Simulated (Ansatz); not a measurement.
The starting structures come from a database of crystals and need not be the phases stable at ambient conditions.

Tunnelling through a barrier is set by its complex band structure: the current falls as exp(−2κd) with the smallest κ.

```yaml
crystal:
  lattice:
    - [5.47208, 0.00000, 0.00000]
    - [-2.01603, 7.96007, 0.00000]
    - [0.00000, 2.64460, 5.92525]
  atoms:
    - { symbol: Na, position: [0.98220, 0.46120, 0.68850] }
    - { symbol: Na, position: [0.01780, 0.53880, 0.14970] }
    - { symbol: H, position: [0.24120, 0.81780, 0.66260] }
    - { symbol: H, position: [0.75880, 0.18220, 0.48040] }
    - { symbol: H, position: [0.94640, 0.79280, 0.68430] }
    - { symbol: H, position: [0.05360, 0.20720, 0.47710] }
    - { symbol: S, position: [0.65450, 0.95180, 0.02550] }
    - { symbol: S, position: [0.34550, 0.04820, 0.97730] }
    - { symbol: S, position: [0.58210, 0.73180, 0.36480] }
    - { symbol: S, position: [0.41790, 0.26820, 0.09660] }
    - { symbol: O, position: [0.61410, 0.81680, 0.52780] }
    - { symbol: O, position: [0.38590, 0.18320, 0.34460] }
    - { symbol: O, position: [0.78140, 0.64180, 0.35870] }
    - { symbol: O, position: [0.21860, 0.35820, 0.00050] }
    - { symbol: O, position: [0.32380, 0.61720, 0.38310] }
    - { symbol: O, position: [0.67620, 0.38280, 0.00030] }
    - { symbol: O, position: [0.08290, 0.74140, 0.75890] }
    - { symbol: O, position: [0.91710, 0.25860, 0.50030] }
```

Space group of this cell: C2. The cell is taken as given; by r2SCAN its mean pressure is -2.7 GPa.

Transport runs along the normal of the first two printed cell vectors.

The gap is the functional's own, uncorrected, and κ follows it; spin-orbit coupling is left out. Mid-gap values are interpolated between the computed energies.

Estimate the band gap and the smallest decay constant κ at mid-gap that r2SCAN (Ansatz, a first-principles code) returns for this system.

Gap 4.08 eV on a 6×6×6 mesh; κ = 0.509 1/Å, at (-0.167, 0.250) of the in-plane reciprocal vectors. At the zone centre, at the nearest computed energy, the slowest state has κ = 0.56 1/Å.
